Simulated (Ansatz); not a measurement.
# FeO: pressure 18 GPa

The parent structure is FeO in the rock salt structure (space group Fm-3m, No. 225; a = 4.2459 Å; ferromagnetic).

Perturbation: cell and atoms relaxed at a pressure of 18 GPa.

All numbers come from Ansatz (a program for electronic structure), PBEsol, PAW, cutoff 420 eV, no spin-orbit coupling. k-mesh 19×19×19 (Γ-centred); smearing 0.05 eV (Fermi–Dirac).

- Density: 6.75 g/cm³ (base 6.23 g/cm³)
- Lattice parameter a: 4.134 Å (base 4.246 Å)
- Enthalpy H = E + PV relative to the base's energy: +1.03 eV/atom
- Band gap: zero (base zero)
- Magnetic state: ferromagnetic (base ferromagnetic)

Final structure:

```xyz
2
Lattice="0.0000 2.0670 2.0670 2.0670 0.0000 2.0670 2.0670 2.0670 0.0000" Properties=species:S:1:pos:R:3 pbc="T T T"
O      0.0000     0.0000     0.0000
Fe     2.0670     2.0670     2.0670
```

Load acts through the strain it causes; cell and atoms are relaxed under it. Stability against distortions was not tested. Competing high-pressure phases were not computed. No Hubbard U is applied and the magnetic state is the run's own (FeO ferromagnetic); other magnetic orders, which need larger cells, were not tried and can change the gap. In its common phase, real FeO is an antiferromagnetic insulator at low temperature.
